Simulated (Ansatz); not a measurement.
The reference is K2S in the anti-fluorite structure (space group Fm-3m, No. 225; a = 7.336 Å).

Level of theory: PBEsol/PAW in Ansatz (a program for electronic structure), spin-orbit coupling left out.

Strains are applied to the cell and any free atomic positions relax.

One change was made to it. Results:

The mean gap deformation potential ΔEg/Δln V amounts to -2.4 eV; the smallest direct gap goes up by 0.05 eV, from 2.58 eV to 2.63 eV; the pressure rises by 0.31 GPa (0.01 GPa → 0.32 GPa).

Q: What was done to the base?
(A) isotropic strain −0.50 %
(B) isotropic strain +1.00 %
(C) isotropic strain −1.00 %
(D) isotropic strain +2.00 %

A: A, isotropic strain −0.50 %. For comparison, the smallest direct gap in the other runs: isotropic strain +2.00 % gives 2.38 eV; isotropic strain +1.00 % gives 2.48 eV; isotropic strain −1.00 % gives 2.68 eV.

Gaps are read on the SCF mesh and a high-symmetry path. No phonon test of stability was made.
